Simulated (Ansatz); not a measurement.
Ti₃AlN (Pm-3m, No. 221, 5 atoms in the cell; start mp-10675), treated with LDA (Ansatz, a first-principles code, PAW).

Settings: plane-wave cutoff 520 eV, 14×14×14 k mesh, Fermi–Dirac smearing 0.05 eV, no spin polarisation, scalar-relativistic PAW data made under PBE.

Cell (relaxed at this level):

```
AlTi3N
1.0
    4.05074     0.00000     0.00000
    0.00000     4.05074     0.00000
    0.00000     0.00000     4.05074
Ti Al N
3 1 1
Direct
  0.50000   0.00000   0.50000
  0.00000   0.50000   0.50000
  0.50000   0.50000   0.00000
  0.00000   0.00000   0.00000
  0.50000   0.50000   0.50000
```

What does this level give for the bulk modulus B0?


- bulk modulus B0: 185 GPa

Note: the run has no spin polarisation, so it can have missed a magnetic state; the bulk modulus is −V dP/dV from two relaxed cells at ±2 % in volume; the relaxation could not lower the start's symmetry, so the cell can be a saddle point above a distorted one.

The result took about 60 core-seconds (a rough figure).

A start named mp-… is a Materials Project structure, which need not be a measured phase.
